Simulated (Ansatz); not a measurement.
System: Zr (within 0.1 Å of P6/mmm, No. 191, 6 atoms in the cell; start mp-1077723; another form than the element's usual one). Method: LDA (PAW; Ansatz, a first-principles code).

Input file:

Ansatz 0.2 input:
```yaml
crystal:
  lattice:
    - [-2.4452747377, 4.2345170489, 3.0615526661]
    - [2.4452747377, -4.2345170489, 3.0615526661]
    - [2.4452747377, 4.2345170489, -3.0615526661]
  atoms:
    - { symbol: Zr, position: [0.25, 0.25, 0.0] }
    - { symbol: Zr, position: [0.75, 0.75, 0.0] }
    - { symbol: Zr, position: [0.3333495374, -0.000047818, 0.3333017194] }
    - { symbol: Zr, position: [0.6666504626, 1.000047818, 0.6666982806] }
    - { symbol: Zr, position: [0.1666504626, 0.499952182, 0.6666026446] }
    - { symbol: Zr, position: [0.8333495374, 0.500047818, 0.3333973554] }
basis:
  ecutwfc: 520
  ecutrho_ratio: 4
  xc_grid: 2
kpoints:
  mp_grid: { grid: [14, 14, 14] }
hamiltonian:
  xc: lda
  dispersion: none
  pseudopotentials: { kind: paw }
scf:
  occupations: { method: fermi_dirac, width: 0.05 }
output:
  forces: true
  stress: true
  eigenvalues: true
relax:
  f_tol: 0.004
  escape_saddle: false
  max_steps: 80
  cell: { stress_tol: 0.02, fix: [volume] }
```

From the output:

```
Relaxation: its limit of steps is 80 (relax.max_steps)
Crystal: 6 atoms, lattice volume = 126.804 Å³
Basis set: ecut = 520 eV, 3437 PW (Γ), exchange–correlation on 90×90×90 points (8 copies of the dense FFT grid, shifted against one another)
Bands: 44, of which v1, the nominal top of the filled ones, is band 36 counted from 1 (35 counted from 0)
Symmetry: 8 space group operations
Space group: Ibam (ITA 72), of the structure as read, at distance tolerance 5.0e-5 Å
k-points: 428 of 2744
Functional: x = slater, c = lda
SCF iter   1: F=—  HF=-24464.932956 eV  |F-HF|=—  |Δ(HF+E_count)|=         —  Δρ=1.13e-2  dr2=3.67e-1
SCF iter   2: F=—  HF=-24464.881553 eV  |F-HF|=—  |Δ(HF+E_count)|=   5.14e-2  Δρ=4.06e-3  dr2=1.35e-2
  ...
SCF 1 converged in 7 iterations: F = -24464.878105 eV  dr2 = 3.32e-9
Crystal: 6 atoms, lattice volume = 126.804 Å³
Initial density: handed on by an earlier stage of this run
SCF iter   4: F=—  HF=-24464.878105 eV  |F-HF|=—  |Δ(HF+E_count)|=  3.64e-11  Δρ=1.06e-7  dr2=1.13e-11
SCF iter   5: F=-24464.878105 eV  HF=-24464.878105 eV  |F-HF|=0.00e0  |Δ(HF+E_count)|=    0.00e0  Δρ=2.93e-8  dr2=1.11e-12
SCF 2 converged in 5 iterations: F = -24464.878105 eV  dr2 = 1.11e-12
SCF converged after 5 iterations
Free energy (F): -24464.878105 eV
Internal energy: -24464.832457 eV  (E = F + TS)
E sigma→0 (E₀):  -24464.855281 eV
Fermi energy:    15.205686 eV
--- Forces (eV/Å), atoms counted from 1 ---
  atom   1  Zr    -0.00000000    -0.00000000     0.00000000
  atom   2  Zr     0.00000000     0.00000000    -0.00000000
  atom   3  Zr     0.00029823    -0.00199791    -0.00000000
  atom   4  Zr    -0.00029823     0.00199791     0.00000000
  atom   5  Zr     0.00029823     0.00199791     0.00000000
  atom   6  Zr    -0.00029823    -0.00199791    -0.00000000
--- Stress (GPa, compression-positive) ---
        2.244800      -0.000000      -0.000000
       -0.000000       2.264849      -0.000000
       -0.000000      -0.000000       2.249926
  P = ⅓ Tr σ = 2.2532 GPa (22.532 kbar)
```

The cell is one volume of an energy–volume scan, off the minimum.

The PAW data were made under PBE.

A start named mp-… is a Materials Project structure, which need not be a measured phase.
